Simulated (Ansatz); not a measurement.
The reference is ZrSe₂ in the CdI2 type structure (space group P-3m1, No. 164; a = 3.735 Å, c = 6.032 Å; layered, stacked along the Cartesian z axis).

Method: Ansatz (a quantum-chemistry and plane-wave program) PBE-D3(BJ), no spin-orbit coupling.

Strains are applied to the cell and any free atomic positions relax.

One change was made to it. Results:

```tsv
quantity	base	after
band gap	zero	0.22 eV
largest internal atomic displacement	–	0.045 Å
energy relative to the base (free energy F)	0 meV/atom	+5.7 meV/atom
```

Task: Which change produced these results?
(A) isotropic strain −1.50 %
(B) isotropic strain −3.00 %
(C) isotropic strain +1.50 %
(D) isotropic strain +1.00 %

Result: C, isotropic strain +1.50 %. For comparison, the band gap in the other runs: isotropic strain −1.50 % gives zero; isotropic strain −3.00 % gives zero; isotropic strain +1.00 % gives 0.15 eV.

Stability against distortions was not tested. All final runs are without spin polarisation. Gaps under 0.05 eV, about the width of the smearing, are given as zero. A zero or small gap of ZrSe2 can be the functional's error rather than a property of the material.
